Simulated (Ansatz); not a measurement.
Start from TiO2 in the anatase structure (space group I4_1/amd, No. 141).

```
CELL_PARAMETERS angstrom
     -1.88489     1.88489     4.77584
      1.88489    -1.88489     4.77584
      1.88489     1.88489    -4.77584
ATOMIC_POSITIONS crystal
  Ti 0.75000 0.25000 0.50000
  Ti 0.00000 0.00000 0.00000
  O  0.54247 0.04247 0.50000
  O  0.79247 0.79247 0.00000
  O  0.20753 0.20753 0.00000
  O  0.95753 0.45753 0.50000
```

Cartesian axes are those of the cell as printed.

Level of theory: Kohn–Sham DFT with the PBEsol functional, run in Ansatz (a first-principles code) with PAW and 420 eV plane waves, no spin-orbit coupling.

Before the change:

```
Property               Value
-------------------  -------
Smallest direct gap  2.44 eV
```

It is then changed as follows: uniaxial strain ε_xx = +2.40 %, all other strain components held at zero; the atoms relax in the strained cell.

Q: Predict the new smallest direct gap.

A: The smallest direct gap drops by 0.076 eV to 2.37 eV.

Q: What does the calculation give for the energy relative to the base after the change?

A: The energy increases by 6.7 meV/atom.

Q: Predict the new largest internal atomic displacement.

A: The largest internal atomic displacement comes out as 0.024 Å.

Semilocal Kohn–Sham gaps tend to fall short of experiment. Whether these cells are dynamically stable was not tested. All final runs are without spin polarisation.
